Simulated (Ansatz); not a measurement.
**Sn on a Ga site (surface) in a 2x2 cell of the 1x1 (10-10) surface of wurtzite GaN (cut with top plane Ga + N)**

Host crystal: wurtzite GaN, with a band gap (PBE, scalar-relativistic without spin-orbit coupling).

Computed with PBE (plane waves to 420 eV, PAW; Ansatz, a program for electronic structure).

Slab: 64 atoms, 9.3 Å thick at the start (thin: gaps and levels are the slab's own); k 3x2x1, smearing 0.01 eV, dipole-corrected; 16 atoms held, the rest relaxed; start symmetry kept, larger cells not searched; spin-polarised, ending with about 1.0 μB a cell; orders that need a larger cell were not tried, no spin-orbit, no U.

- formation energy against alpha gallium, beta tin = 1.10 eV
- change of the step from the bottom to the top vacuum level, against the clean slab = -0.078 eV
- energy released by relaxation = 2.14 eV
- magnetic moment of the cell = 1.00 μB
- largest move of a host atom = 0.66 Å
